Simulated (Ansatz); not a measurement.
# rock-salt MgO (0 0 1) on zinc-blende InAs (0 0 1) (film strained to the substrate, started from cuts of the bulks and a machine-learned relaxation; metallic at this level, with no gap by band count)

A periodic stack without vacuum, rock-salt MgO (0 0 1) on zinc-blende InAs (0 0 1) (film strained to the substrate, started from cuts of the bulks and a machine-learned relaxation; metallic at this level, with no gap by band count): substrate slab As6In5, film Mg12O12, surface cells [[1, 0], [1, 1]] and [[0, -1], [2, 1]], film strained by +2.8 and +2.8 %, outermost planes As/As and MgO/MgO as cut, which need not be the usual terminations and can put a slab off its formula.

The start was prepared with a machine-learned potential, and the result is one local minimum, with the in-plane cell held and forces under 0.04 eV/Å; the film can end far from its bulk form.

Computed with PBE (plane waves to 420 eV, PAW; Ansatz, an electronic-structure program). Scalar-relativistic, without spin–orbit coupling; PBE gaps are too small against experiment. Its k-point mesh 5×5×1, Fermi–Dirac width 0.05 eV.

interface area: 19.1 Å²
period: 29.85 Å
gaps between the outermost planes at the two interfaces: 2.36 and 2.31 Å
As–Mg contacts across the interfaces within 1.22 times the sum of covalent radii: 2, mean 2.83 Å
spin-polarised check at this geometry: keeps a moment, energy 0.00 eV

```yaml
crystal:
  lattice:
    - [4.37141, 0.00142, -0.14874]
    - [0.00173, 4.37297, 0.09238]
    - [-1.42577, -0.43623, 29.91805]
  atoms:
    - { symbol: As, position: [0.89668, 0.58782, 0.13324] }
    - { symbol: As, position: [0.58784, 0.09320, 0.04439] }
    - { symbol: As, position: [0.05030, 0.57499, 0.34166] }
    - { symbol: As, position: [0.49394, 0.07845, 0.23759] }
    - { symbol: As, position: [0.16521, 0.76318, 0.53534] }
    - { symbol: As, position: [0.61285, 0.03192, 0.44599] }
    - { symbol: In, position: [0.96574, 0.08508, 0.18570] }
    - { symbol: In, position: [0.35100, 0.59140, 0.08077] }
    - { symbol: In, position: [0.08333, 0.07376, 0.39374] }
    - { symbol: In, position: [0.52088, 0.57584, 0.28971] }
    - { symbol: In, position: [0.64437, 0.51416, 0.49843] }
    - { symbol: Mg, position: [0.25285, 0.61262, 0.68611] }
    - { symbol: Mg, position: [0.75239, 0.11231, 0.68517] }
    - { symbol: Mg, position: [0.71346, 0.61524, 0.61549] }
    - { symbol: Mg, position: [0.21262, 0.11944, 0.61440] }
    - { symbol: Mg, position: [0.33124, 0.60565, 0.82567] }
    - { symbol: Mg, position: [0.83123, 0.10574, 0.82569] }
    - { symbol: Mg, position: [0.79192, 0.60904, 0.75570] }
    - { symbol: Mg, position: [0.29187, 0.10899, 0.75553] }
    - { symbol: Mg, position: [0.40960, 0.59913, 0.96591] }
    - { symbol: Mg, position: [0.91456, 0.09888, 0.96690] }
    - { symbol: Mg, position: [0.87082, 0.60235, 0.89617] }
    - { symbol: Mg, position: [0.37063, 0.10231, 0.89513] }
    - { symbol: O, position: [0.75262, 0.61275, 0.68568] }
    - { symbol: O, position: [0.25249, 0.11173, 0.68554] }
    - { symbol: O, position: [0.21282, 0.60721, 0.61462] }
    - { symbol: O, position: [0.71333, 0.11631, 0.61624] }
    - { symbol: O, position: [0.83148, 0.60569, 0.82581] }
    - { symbol: O, position: [0.33128, 0.10565, 0.82573] }
    - { symbol: O, position: [0.29204, 0.60894, 0.75578] }
    - { symbol: O, position: [0.79200, 0.10913, 0.75576] }
    - { symbol: O, position: [0.91039, 0.59871, 0.96516] }
    - { symbol: O, position: [0.40184, 0.09886, 0.96717] }
    - { symbol: O, position: [0.37115, 0.60224, 0.89591] }
    - { symbol: O, position: [0.87022, 0.10222, 0.89600] }
```
